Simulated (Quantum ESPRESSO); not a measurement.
A self-consistent single point of HgTe (I-4m2, 2 atoms in the cell) with Quantum ESPRESSO.

Method of the run: PBEsol, GBRV 1.5 ultrasoft (PBESOL) pseudopotentials (plane waves; Quantum ESPRESSO 7.5).

The change in words: lattice scaled by 1.03; ecutwfc: 40 Ry → 24 Ry; ecutrho: 200 Ry → 120 Ry. Reference geometry:
```xyz
2
Lattice="3.0456 -3.0456 1.5594 3.0456 3.0456 1.5594 -3.0456 -3.0456 1.5594" Properties=species:S:1:pos:R:3 pbc="T T T"
Hg     0.0000     3.0456     0.7797
Te     0.0000     0.0000     0.0000
```

Reference input (self-consistent single point, DFT, PBEsol, plane waves, GBRV 1.5 ultrasoft (PBESOL) pseudopotentials): ecutwfc = 40 Ry; ecutrho = 200 Ry; occupations = smearing; smearing = gaussian; degauss = 0.019992 Ry; potentials = {Hg: hg_pbesol_v1.uspp.F.UPF, Te: te_pbesol_v1.uspp.F.UPF}; K_POINTS = automatic 10 10 10 0 0 0; conv_thr = 1e-09 Ry; mixing_beta = 0.5. This run's input differs from it in these lines:

```diff
@@ -10,8 +10,8 @@
   ibrav = 7
-  celldm(1) = 11.5107186676
-  celldm(3) = 0.512019779321
+  celldm(1) = 11.8560396607
+  celldm(3) = 0.512019708171
   nat = 2
   ntyp = 2
-  ecutwfc = 40
-  ecutrho = 200
+  ecutwfc = 24
+  ecutrho = 120
   occupations = 'smearing'
@@ -28,3 +28,3 @@
 ATOMIC_POSITIONS {alat}
-Hg    0.0000000000    0.5000000000    0.1280049448
+Hg    0.0000000000    0.5000000000    0.1280049270
 Te    0.0000000000    0.0000000000    0.0000000000
```

Output, abridged:

```
     Self-consistent Calculation

     iteration #  1     ecut=    24.00 Ry     beta= 0.50

     Threshold (ethr) on eigenvalues was too large:
     Diagonalizing with lowered threshold

     total energy              =    -133.92974934 Ry
     estimated scf accuracy    <       0.04102826 Ry

     iteration #  2     ecut=    24.00 Ry     beta= 0.50

     total energy              =    -133.94082066 Ry
     estimated scf accuracy    <       0.01864661 Ry

     iteration #  3     ecut=    24.00 Ry     beta= 0.50

     total energy              =    -133.94403163 Ry
     estimated scf accuracy    <       0.00058955 Ry

   [... 5 blocks of this kind left out ...]

     iteration #  9     ecut=    24.00 Ry     beta= 0.50

     total energy              =    -133.94413251 Ry
     estimated scf accuracy    <          1.6E-09 Ry

     iteration # 10     ecut=    24.00 Ry     beta= 0.50
     End of self-consistent calculation

     Number of k-points >= 100: set verbosity='high' to print the bands.

     the Fermi energy is     6.5570 ev

!    total energy              =    -133.94413251 Ry
     estimated scf accuracy    <          1.1E-11 Ry
     smearing contrib. (-TS)   =      -0.00312004 Ry
     internal energy E=F+TS    =    -133.94101247 Ry

     convergence has been achieved in  10 iterations

     Forces acting on atoms (cartesian axes, Ry/au):

     atom    1 type  1   force =    -0.00000000    0.00000000    0.00000000
     atom    2 type  2   force =     0.00000000    0.00000000   -0.00000000

     Total force =     0.000000     Total SCF correction =     0.000000

          total   stress  (Ry/bohr**3)                   (kbar)     P=      -57.15
  -0.00044128   0.00000000   0.00000000          -64.92        0.00        0.00
   0.00000000  -0.00044128   0.00000000            0.00      -64.92        0.00
   0.00000000   0.00000000  -0.00028298            0.00        0.00      -41.63

   JOB DONE.
```

The run converged in 10 iterations. Against the reference run the free energy rises by 80.1 meV/atom and the pressure goes from -3.31 to -5.72 GPa.

The starting cell comes from a database of computed structures (which also holds hypothetical and non-ambient phases and stackings), without a prior relaxation at this level. For this run, on top of that: lattice scaled by 1.03. The run gives no clean gap (levels at the Fermi energy touch, overlap or are partly filled at this smearing), which alone does not show that the compound is a metal.
